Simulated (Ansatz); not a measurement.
## A computed series for hypothetical cubic perovskite CaSnSe3: response to strain

Base system: CaSnSe$_{3}$ in the cubic perovskite structure (space group Pm-3m, No. 221; a hypothetical phase, not in the database extracts checked).

```
CaSnSe3
1.0
    5.21174     0.00000     0.00000
    0.00000     5.21174     0.00000
    0.00000     0.00000     5.21174
Ca Sn Se
1 1 3
Direct
  0.00000   0.00000   0.00000
  0.50000   0.50000   0.50000
  0.00000   0.50000   0.50000
  0.50000   0.50000   0.00000
  0.50000   0.00000   0.50000
```

Cartesian axes are those of the cell as printed.

Strains are applied to the cell and any free atomic positions relax; under biaxial strain the out-of-plane vector relaxes too; under stress the whole cell relaxes.

Levels (all Ansatz, a first-principles code, PAW): PBEsol (420 eV, without spin-orbit coupling); r2SCAN (500 eV, without spin-orbit coupling).

Pressures by level, all at the geometries relaxed with PBEsol:

```csv
case,PBEsol,r2SCAN
base,0.0 GPa,0.8 GPa
"biaxial strain −4.41 %, plane normal [001], relaxed out of plane",4.4 GPa,5.7 GPa
"biaxial strain −4.68 %, plane normal [110], relaxed out of plane",2.9 GPa,4.0 GPa
uniaxial strain ε_xx = −3.65 %,2.2 GPa,3.2 GPa
"uniaxial stress, 3 GPa compression along z",1.0 GPa,1.9 GPa
```

Single points use the geometry relaxed with PBEsol. Their cutoffs differ, which shifts pressures a little. Without a gap, meshes like the base's 9×9×9 leave anisotropic stresses uncertain by several tenths of a GPa, and small strain energies with them. Stability under load was not tested beyond the relaxation. All final runs are without spin polarisation. Many cubic perovskites are stable only at high temperature; tilts and polar distortions were not tested.
